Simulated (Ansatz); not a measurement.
**How far PBE and r2SCAN part for HfO2, O → Cl**

Base system: HfO2 (space group P4_2/nmc, No. 137; a = 3.605 Å, c = 5.265 Å).

(Cell as relaxed with PBE.)

Levels (all Ansatz, an electronic-structure program, PAW, earlier PAW set): PBE (420 eV, no SOC); r2SCAN (500 eV, scalar-relativistic without spin-orbit coupling).

Each level relaxes its own structure.

| base | PBE | r2SCAN |
|---|---|---|
| volume per atom | 11.40 Å³ | 11.10 Å³ |
| lattice parameter a | 6.812 bohr | 6.760 bohr |
| band gap | 4.67 eV | 5.27 eV |

It is then changed as follows: full substitution O → Cl, then cell and atoms are relaxed.

| quantity | PBE | r2SCAN |
|---|---|---|
| band gap | zero | 0.16 eV |
| largest site moment | 0.96 μB | 1.08 μB |
| space group | Fm-3m (No. 225) | Fm-3m (No. 225) |
| volume per atom | 21.04 Å³ | 21.15 Å³ |

They disagree on the band gap; PBE's largest site moment lies 0.12 μB below r2SCAN's; PBE's volume per atom lies 0.11 Å³ below r2SCAN's (0.5 %); the two agree on the space group. Neither level is exact; r2SCAN is the comparison here, not a measurement.

Other magnetic orders, which the real material may have, were not ruled out. Spin-orbit coupling, missing from the scalar runs, can matter with Hf. Stability against distortions was not tested. As relaxed here, HfCl2 is a hypothetical phase, not in the database extracts checked. A gap here joins edges of opposite spin (a spin-flip gap). This is not the structure that HfO2 has at room temperature and ambient pressure. A zero or small gap of HfCl2 can be the functional's error rather than a property of the material.
